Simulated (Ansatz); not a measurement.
Rutile MgH2 was calculated with PBE-D4 (Ansatz, a first-principles code, plane waves, PAW).

Numerical settings: plane-wave cutoff 520 eV, 8×8×12 k mesh (along the axes of the cell as run), Fermi–Dirac smearing 0.01 eV, scalar-relativistic PAW data made under PBE.

Computed at the level's own relaxed cell.

```
MgH2
1.0
    4.50313     0.00000     0.00000
    0.00000     4.50313     0.00000
    0.00000     0.00000     3.00855
Mg H
2 4
Direct
  0.00000   0.00000   0.00000
  0.50000   0.50000   0.50000
  0.30405   0.30405   0.00000
  0.80405   0.19595   0.50000
  0.19595   0.80405   0.50000
  0.69595   0.69595   0.00000
```

Q: List the 8 lowest band energies at Γ above −25 eV (eV, relative to the valence band maximum), grouping those that round alike.

A: At Γ: -6.45, -1.45 (×2), -0.42, 4.73, 5.03, 9.20 (×2).

Note: a distance lies near a switch of the dispersion term, which can move the cell.
